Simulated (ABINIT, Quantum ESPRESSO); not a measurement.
An ABINIT input for a self-consistent single point of Tl (P6_3/mmc, 4 atoms in the cell) (DFT, PBE, plane waves, norm-conserving pseudopotentials (PseudoDojo nc-sr-05 PBE standard)):

```
# Tl, PseudoDojo nc-sr-05 PBE standard
pp_dirpath "./"
pseudos "Tl.upf"
acell 6.4392817267 6.4392817267 20.6753536898
rprim
         1.0000000000   -0.0000000832    0.0000000000
        -0.4999999279    0.8660254454    0.0000000000
         0.0000000000    0.0000000000    1.0000000000
natom 4
ntypat 1
znucl 81
typat 1 1 1 1
xcart
         0.0000000000    0.0000000000    0.0000000000
         0.0000000000    0.0000000000   10.3376768449
         0.0000003093    3.7177210383    5.1688384224
         3.2196410180    1.8588602513   15.5065152673
ecut 816 eV
occopt 3
tsmear 0.1 eV
nband 34
kptopt 1
ngkpt 11 11 3
nshiftk 1
shiftk 0 0 0
nstep 80
tolvrs 1.0e-10
prtwf 0
prtden 0
prtvol 1
enunit 1
```

**Question.** Give the Quantum ESPRESSO input for the same structure, mesh, smearing and functional.

**Answer.** One input that does it (others would too):

```fortran
&control
 calculation = 'scf'
 outdir = './tmp'
 pseudo_dir = './'
 tprnfor = .true.
 tstress = .true.
/
&system
 ibrav = 0
 nat = 4
 ntyp = 1
 ecutwfc = 65
 occupations = 'smearing'
 smearing = 'fermi-dirac'
 degauss = 0.0073499
/
&electrons
 conv_thr = 1.0d-10
 mixing_beta = 0.3
/
ATOMIC_SPECIES
Tl   204.3800  Tl.upf
ATOMIC_POSITIONS crystal
Tl    0.0000000000    0.0000000000    0.0000000000
Tl    0.0000000000    0.0000000000    0.5000000000
Tl    0.3333333333    0.6666666667    0.2500000000
Tl    0.6666666667    0.3333333333    0.7500000000
K_POINTS automatic
11 11 3  0 0 0
CELL_PARAMETERS angstrom
   3.4075211444     0.0000000000     0.0000000000
  -1.7037605722     2.9509998750     0.0000000000
   0.0000000000     0.0000000000    10.9409260000
```

Basis settings and potentials, where a program has them, do not carry over. This input uses DFT, PBE, plane waves, PseudoDojo standard norm-conserving (PBE) pseudopotentials. Both were run: pressure 4.63 GPa in ABINIT and 4.63 in Quantum ESPRESSO.

On ABINIT: the starting cell comes from a database of computed structures (which also holds hypothetical and non-ambient phases and stackings), without a prior relaxation at this level. Its lattice was rescaled by a random factor within 2.5 % of one. For this run, on top of that: lattice scaled by 0.98. With a pressure of about 5 GPa the cell is away from its equilibrium volume at this level.

On Quantum ESPRESSO: the starting cell comes from a database of computed structures (which also holds hypothetical and non-ambient phases and stackings), without a prior relaxation at this level. Its lattice was rescaled by a random factor within 2.5 % of one. For this run, on top of that: lattice scaled by 0.98. With a pressure of about 5 GPa the cell is away from its equilibrium volume at this level.
